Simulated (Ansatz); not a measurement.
## A computed series for hypothetical zinc blende HgO: thickness series

Take HgO in the zinc blende structure (space group F-43m, No. 216; a = 5.196 Å; a hypothetical phase, not in the database extracts checked) as the base. Axes: x, y, z lie along the cube axes.

Free-standing slabs (2 atom(s) a layer) normal to [110] with 15 Å of vacuum; in-plane cell held at bulk.

Calculations: Ansatz (a program for electronic structure) PBEsol, without spin-orbit coupling, earlier PAW set.

Candidates:
(a) 7 layers
(b) 5 layers
(c) 6 layers

Before the change:

- Band gap = zero

Problem. Order them by band gap, lowest first.

Solution. (a) 7 layers (0.19 eV), (c) 6 layers (0.22 eV), (b) 5 layers (0.30 eV)

With Hg present, leaving out spin-orbit coupling can change the band edges. No phonon test of stability was made. All final runs are without spin polarisation. The zero or small gap of HgO can change with the level of theory.
